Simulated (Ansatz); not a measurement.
Consider C in the diamond structure (space group Fd-3m, No. 227).

C is taken in the cubic space group Fd-3m, origin choice 1 (No. 227), the diamond structure, Pearson symbol cF8. Conventional cell: a = b = c = 3.532 Å, α = β = γ = 90.00°. C on 8b is surrounded by 4 C at 1.529 Å (tetrahedral). (Neighbours: up to the widest gap in distance over summed covalent radii, below 1.35, at either atom.)
(The calculation used a cell of 2 atoms; values per cell refer to that cell.)

Level of theory: Ansatz (a quantum-chemistry and plane-wave program), LDA, PAW, cutoff 420 eV, no spin-orbit coupling.

Strains are applied to the cell and any free atomic positions relax.

One change was made to it. Results:

```tsv
quantity	base	after
hole mass (degenerate bands, along [100])	0.29, 0.29, 0.55 mₑ (at Γ)	0.31, 0.31, 0.51 mₑ (at Γ)
band gap	4.17 eV	3.97 eV
energy relative to the base (free energy F)	0 meV/atom	+60 meV/atom
pressure	0.0 kbar	-352.0 kbar
```

**Question.** Which change produced these results?
(A) isotropic strain +1.00 %
(B) isotropic strain +3.00 %
(C) isotropic strain −0.50 %
(D) isotropic strain −1.00 %

**Answer.** B, isotropic strain +3.00 %. For comparison, the band gap in the other runs: isotropic strain −0.50 % gives 4.21 eV; isotropic strain −1.00 % gives 4.25 eV; isotropic strain +1.00 % gives 4.10 eV.

Masses are band curvatures over ±0.01 Å⁻¹ around the edge. Stability against distortions was not tested.
